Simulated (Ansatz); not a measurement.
The parent structure is ZnSnAs₂ in the chalcopyrite structure (space group I-42d, No. 122; a = 5.839 Å, c = 11.737 Å). Axes: x, y, z lie along a, b, c of the conventional cell.

Method: Kohn–Sham DFT with the PBEsol functional, run in Ansatz (a first-principles code) with PAW and 420 eV plane waves, scalar-relativistic without spin-orbit coupling.

Base values:

| Item | Result |
|---|---|
| Shortest interatomic distance | 2.449 Å |
| Pressure | 0.0 GPa |

Perturbation: the cell is compressed by 1.50 % along x with no lateral relaxation, atoms relaxed at fixed cell.

Task: Predict the new energy relative to the base, shortest interatomic distance and pressure.

Result: The energy goes up by 1.6 meV/atom; the shortest interatomic distance drops by 0.014 Å, from 2.449 Å to 2.435 Å; the pressure (mean of the normal stresses, compression positive) goes from zero to 0.9 GPa.

The cells carry an imposed strain or load. No phonon test of stability was made. The final runs are not spin-polarised.
